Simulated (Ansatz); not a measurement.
Consider Ge in the diamond structure (space group Fd-3m, No. 227; a = 5.675 Å). Axes: x, y, z lie along the cube axes.

Computed with r2SCAN (Ansatz, a program for electronic structure), without spin-orbit coupling.

Strains are applied to the cell and any free atomic positions relax; under biaxial strain the out-of-plane vector relaxes too.

One change was made to it. Results:

The pressure (mean of the normal stresses, compression positive) goes from zero to -0.92 GPa; the energy rises by 2.1 meV/atom; the band gap shrinks by 0.23 eV to 0.13 eV.

### Question
What was done to the base?
(A) uniaxial strain ε_xx = +4.28 %
(B) biaxial strain +1.53 %, plane normal [001], relaxed out of plane
(C) strain tensor (xx, yy, zz, yz, xz, xy) = (+1.46, +0.42, −1.92, −1.16, −0.89, +0.91) %
(D) biaxial strain +1.04 %, plane normal [001], relaxed out of plane

### Answer
D, biaxial strain +1.04 %, plane normal [001], relaxed out of plane. For comparison, the band gap in the other runs: uniaxial strain ε_xx = +4.28 % gives zero; strain tensor (xx, yy, zz, yz, xz, xy) = (+1.46, +0.42, −1.92, −1.16, −0.89, +0.91) % gives 0.08 eV; biaxial strain +1.53 %, plane normal [001], relaxed out of plane gives zero.

The mesh was chosen for an insulator and is coarse for the gapless case. Whether these cells are dynamically stable was not tested. Gaps under 0.05 eV, about the width of the smearing, are given as zero. The zero or small gap of Ge under biaxial strain +1.04 %, plane normal [001], relaxed out of plane, Ge under uniaxial strain ε_xx = +4.28 %, Ge under strain tensor (xx, yy, zz, yz, xz, xy) = (+1.46, +0.42, −1.92, −1.16, −0.89, +0.91) % and Ge under biaxial strain +1.53 %, plane normal [001], relaxed out of plane can change with the level of theory.
